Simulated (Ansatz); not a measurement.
Rb2SnBr6 (Fm-3m, No. 225, 9 atoms in the cell; start COD 7717852) was calculated with LDA (plane waves, PAW; Ansatz, a program for electronic structure).

Numerical settings: plane-wave cutoff 520 eV, 6×6×6 k mesh, Fermi–Dirac smearing 0.01 eV, scalar-relativistic PAW data made under PBE.

Cell (measured lattice):

```
CELL_PARAMETERS angstrom
      0.00000     5.28835     5.28835
      5.28835     0.00000     5.28835
      5.28835     5.28835     0.00000
ATOMIC_POSITIONS crystal
  Sn 0.50000 0.50000 0.50000
  Rb 0.75000 0.75000 0.75000
  Rb 0.25000 0.25000 0.25000
  Br 0.74540 0.74540 0.25460
  Br 0.25460 0.25460 0.74540
  Br 0.74540 0.25460 0.74540
  Br 0.25460 0.74540 0.25460
  Br 0.25460 0.74540 0.74540
  Br 0.74540 0.25460 0.25460
```

Q: Estimate the band gap that the calculation returns.

A: 
- band gap: 1.09 eV

Note: the file's cell can be that of a phase stable at another temperature; cell and atoms aren't relaxed at this level (pressure -0.9 GPa).

Spin–orbit coupling is not included.

Cost on a shared machine: roughly 50 core-seconds.
